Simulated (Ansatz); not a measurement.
Be: response to strain

The reference is Be in the hcp (Mg type) structure (space group P6_3/mmc, No. 194; relaxed with 0.1 eV smearing).

```yaml
crystal:
  lattice:
    - [2.25515, 0.00000, 0.00000]
    - [-1.12758, 1.95302, 0.00000]
    - [0.00000, 0.00000, 3.55800]
  atoms:
    - { symbol: Be, position: [0.66667, 0.33333, 0.75000] }
    - { symbol: Be, position: [0.33333, 0.66667, 0.25000] }
```

Cartesian axes are those of the cell as printed.

Strains are applied to the cell and any free atomic positions relax.

Computed with Ansatz (an electronic-structure program) PBEsol, no spin-orbit coupling.

Notes on the quantities. energy relative to the base: free energy F.

```csv
uniaxial strain ε_xx (%),energy relative to the base (meV/atom)
0,0.0
0.5,0.2
1,0.8
1.5,1.7
2,?
2.5,4.5
3,6.3
```

Task: Fit ΔE = Aε² + Bε³ (ε in %) to the rows shown and predict the withheld row.

Result: Least squares on the printed values gives A = 0.821 and B = -0.040 meV/atom (largest residual 0.0 meV/atom); this predicts 3.0 meV/atom, and the run gives 2.9 meV/atom, in agreement.

Stability against distortions was not tested.
